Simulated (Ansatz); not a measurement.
Results of PBEsol-D3(BJ) (Ansatz, a quantum-chemistry and plane-wave program, PAW) for rock-salt PrN.

Settings: plane-wave cutoff 520 eV, 18×18×18 k mesh, Fermi–Dirac smearing 0.05 eV, spin-polarised with parallel moments, scalar-relativistic PAW data made under PBE.

Computed points:

```
V (Å³/atom)  E − E_lowest (meV/atom)  P (GPa)
-----------  -----------------------  -------
14.016                         29.18    11.01
14.315                         12.51     6.97
14.613                          3.01     3.30
14.911                          0.00     0.00
15.209                          2.80    -2.96
15.507                         10.83    -5.63
15.806                         23.59    -8.05
```

Task: Fit the third-order Birch–Murnaghan equation and give B0 and B′.

Result: V0 = 14.911 Å³/atom, B0 = 156 GPa, B′ = 4.2 (fit to the energies at full precision).

Note: the magnetic order was assumed, not searched for or taken from measurement; the 4f shell is treated without U or exact exchange, so its levels and filling can be wrong; the volume lies 13 % below that of the published cell.

Spin–orbit coupling is not included; it can open a gap where bands touch, and shift volumes and moduli.

Static lattice: no zero-point or thermal effects.
